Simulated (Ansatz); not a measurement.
## Hypothetical diamond Mg: pressure series

The reference is Mg in the diamond structure (space group Fd-3m, No. 227; a hypothetical phase, not in the database extracts checked).

```
Mg
1.0
    0.00000     3.43566     3.43566
    3.43566     0.00000     3.43566
    3.43566     3.43566     0.00000
Mg
2
Direct
  0.75000   0.75000   0.75000
  0.50000   0.50000   0.50000
```

Cell and atoms are relaxed at each pressure.

Levels (all Ansatz, an electronic-structure program, PAW): PBE (420 eV, without spin-orbit coupling); PBEsol (420 eV, scalar-relativistic without spin-orbit coupling).

The base cell above is that of PBE; each level relaxes its own structures.

```
case              volume per atom, PBE  volume per atom, PBEsol
----------------  --------------------  -----------------------
pressure −1 GPa               45.57 Å³                        …
pressure 0.3 GPa              39.47 Å³                 38.07 Å³
pressure 0.7 GPa              38.24 Å³                 36.97 Å³
pressure 1.5 GPa              36.25 Å³                 35.16 Å³
pressure 3 GPa                33.44 Å³                        …
pressure 5 GPa                30.84 Å³                        …
pressure 7.5 GPa              28.52 Å³                        …
pressure 10 GPa               26.76 Å³                 26.29 Å³
```

Question: What belongs in the blanks?

Answer: 
- pressure −1 GPa, volume per atom, PBEsol: 43.19 Å³
- pressure 3 GPa, volume per atom, PBEsol: 32.60 Å³
- pressure 5 GPa, volume per atom, PBEsol: 30.16 Å³
- pressure 7.5 GPa, volume per atom, PBEsol: 27.97 Å³

PBE lies above PBEsol in every row, by 0.48 Å³ to 2.39 Å³. They put the cases in the same order.

Load acts through the strain it causes; cell and atoms are relaxed under it. Stability against distortions was not tested. No other phases were tried under pressure.
